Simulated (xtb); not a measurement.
xtb 6.7.1, GFN2-xTB: B(Cl)(NiPr2)(OMe) (COB(Cl)N(C(C)C)C(C)C), 28 atoms. The geometry is a generated start, not checked to be a minimum at this level.

* **run flags**: --grad
* **method**: GFN2-xTB
* **--acc**: 1 (default)
* **--etemp (K)**: 300 (default)
* **basis functions**: 67
* **valence electrons**: 66

```xyz
28

B     -1.4092    -0.8096     1.0571
Cl    -2.1931    -0.2467     2.5362
N     -0.3564    -0.0536     0.4891
C      0.7015    -0.7582    -0.2420
C      1.0241    -0.1880    -1.6226
C      1.9814    -0.9304     0.5903
C     -0.3335     1.4016     0.6903
C     -0.9215     2.1425    -0.5188
C      1.0100     2.0026     1.0922
H      0.3158    -1.7695    -0.3919
H      1.5275     0.7710    -1.5534
H      1.6869    -0.8781    -2.1407
H      0.1194    -0.0715    -2.2140
H      2.5996    -0.0399     0.5849
H      2.5671    -1.7489     0.1775
H      1.7232    -1.1755     1.6174
H     -1.0159     1.5756     1.5284
H     -0.2229     2.1865    -1.3485
H     -1.8328     1.6492    -0.8500
H     -1.1686     3.1606    -0.2285
H      1.4158     1.4855     1.9562
H      0.8470     3.0429     1.3659
H      1.7311     1.9798     0.2805
O     -1.9609    -1.9669     0.6449
C     -1.9476    -2.5634    -0.6285
H     -1.2390    -3.3979    -0.6477
H     -2.9528    -2.9528    -0.8103
H     -1.6963    -1.8468    -1.4140
```

One run each on 1 thread. Values of broydamp tried: 0.02, 0.05, 0.1, 0.2, 0.4 (default), 0.6, 0.8, 1.

Problem. Which value of broydamp needs the fewest SCC iterations, and what happens away from it?

Solution. Fewest SCC iterations, within one of each other: 0.4 (default) with 14, 0.6 with 14, 0.8 with 15, 1 with 15. The count rises to 27 at 0.02. All converge to one solution.

```
broydamp       SCC iterations            end
-------------  --------------  -------------
0.02                       27  same solution
0.05                       24  same solution
0.1                        21  same solution
0.2                        18  same solution
0.4 (default)              14  same solution
0.6                        14  same solution
0.8                        15  same solution
1                          15  same solution
```
